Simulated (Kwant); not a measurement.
Model system: wire with a row of barriers in a In0.53Ga0.47As two-dimensional gas. Effective mass 0.041 mₑ, grid spacing 5 nm, hard walls, nominal width 150 nm (29 grid rows, so walls 150 nm apart), one parabolic valley, scattering region 500 nm long along x; energies count from the band bottom; Fermi energy swept from 0.0003261 to 0.0038724 eV. 3 barrier(s) across the wire, height 0.019 eV, thickness 10 nm (about 2 grid columns), spaced by 60 nm.

The device is made up for the run: typed textbook-type constants, with dimensions and the other settings drawn at random.

Kwant, effective-mass tight-binding model on a square grid, one spin, coherent transport at 0 K. Conductance is in e²/h.

Question: How many channels do the leads carry at E = 2.51, 2.62, 2.96 meV?

Answer: The hard-wall thresholds are n² ħ²π²/(2mW²) = n² × 0.408 meV with W = 150 nm. √(2.51/0.408) = 2.48, so 2. √(2.62/0.408) = 2.54, so 2. √(2.96/0.408) = 2.69, so 2.
